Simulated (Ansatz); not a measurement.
Given:

```
CELL_PARAMETERS angstrom
      1.89231     1.09253     5.65551
     -1.89231     1.09253     5.65551
      0.00000    -2.18505     5.65551
ATOMIC_POSITIONS crystal
  Cd 0.00000 0.00000 0.00000
  Cl 0.75088 0.75088 0.75088
  Cl 0.24912 0.24912 0.24912
```

Method: PBEsol+D3BJ, rigid bands (plane waves, PAW, scalar-relativistic; Ansatz, a program for electronic structure). Geometry: cell and atoms relaxed with PBEsol+d3bj.

Question: Predict the hole conductivity mass (n e² τ/σ) at 300 K, by direction if it differs.

Answer: 2.2 (x), 2.2 (y), 0.88 (z) mₑ.

Question: Predict the electron conductivity mass (n e² τ/σ) at 300 K, by direction if it differs.

Answer: 0.34 (x), 0.34 (y), 0.37 (z) mₑ.

Question: And the band gap?

Answer: 3.42 eV at this level; semilocal functionals usually fall short of the measured gap.

Rigid bands, one relaxation time for all states, no polarons. Spin-orbit coupling is left out; where it splits the top of the valence band it changes the hole mass and lowers the gap by about a third of the splitting. Geometry: cell and atoms relaxed with PBEsol+D3(BJ).

Formula and space group known from diffraction (Crystallography Open Database), not checked to be the room-temperature form: CdCl2 (R-3m).
